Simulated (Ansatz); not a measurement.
A computed series for TiC: response to strain

Consider TiC in the rock salt structure (space group Fm-3m, No. 225; a = 4.3278 Å; relaxed with 0.1 eV smearing). Axes: x, y, z lie along the cube axes.

Strains are applied to the cell and any free atomic positions relax; under biaxial strain the out-of-plane vector relaxes too.

Method: DFT with r2SCAN, PAW potentials and a 500 eV plane-wave cutoff in Ansatz (an electronic-structure program), scalar-relativistic without spin-orbit coupling.

```tsv
biaxial strain, plane normal [111], relaxed out of plane (%)	out-of-plane strain (%)
-2.5	1.35
-2.08	1.12
-1.67	0.89
-1.25	?
-0.83	0.44
-0.42	0.22
0	0.00
```

**Question.** Fit ε⊥ = −νε + γε² (strains in %) to the rows shown and predict the withheld row.

**Answer.** Least squares on the printed values gives ν = 0.52 (the biaxial Poisson response) and γ = 0.007 (largest residual 0.00 %); this predicts 0.66 %, and the run gives 0.67 %, in agreement.

Stability against distortions was not tested. All final runs are without spin polarisation.
